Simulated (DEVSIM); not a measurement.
Device: Si n-i-p diode, at 300 K.

```csv
layer (left to right),material,thickness (μm),Nd (cm⁻³),Na (cm⁻³),τn (s),τp (s)
1,Si,1.10,1.2e19,-,0.00014,0.00014
2,Si,3.40,-,2.7e13,0.00014,0.00014
3,Si,1.40,-,1e19,0.00014,0.00014
```

Left contact: ohmic. Right contact: ohmic. Voltage is applied to the left contact. Recombination: SRH at mid-gap. Mobility is constant in doping.

Constants are typed, rounded textbook-type inputs, not results; the design itself was drawn at random and stands for no fabricated device. Values at 300 K.

```tsv
parameter	Si
gap (eV)	1.124
affinity (eV)	4.05
permittivity	11.7
Nc (cm⁻³)	2.86e19
Nv (cm⁻³)	3.1e19
μn (cm²/Vs)	1417
μp (cm²/Vs)	470
```

Simulated with DEVSIM: 1D drift-diffusion, Boltzmann statistics, complete ionisation; no tunnelling, impact ionisation, image-force lowering or self-heating.

Problem. Give the dark forward current.

Solution. 
```tsv
V (V)	J (A/cm²)
-0.05	-5.4e-10
-0.10	-2.1e-9
-0.15	-6.8e-9
-0.20	-2.2e-8
-0.25	-7.6e-8
-0.30	-2.9e-7
-0.35	-1.3e-6
-0.40	-6.2e-6
-0.45	-3.3e-5
-0.50	-0.00019
-0.55	-0.0012
-0.60	-0.0081
-0.65	-0.055
-0.70	-0.38
-0.75	-2.6
-0.80	-18
-0.85	-120
-0.90	-790
-0.95	-4700
```
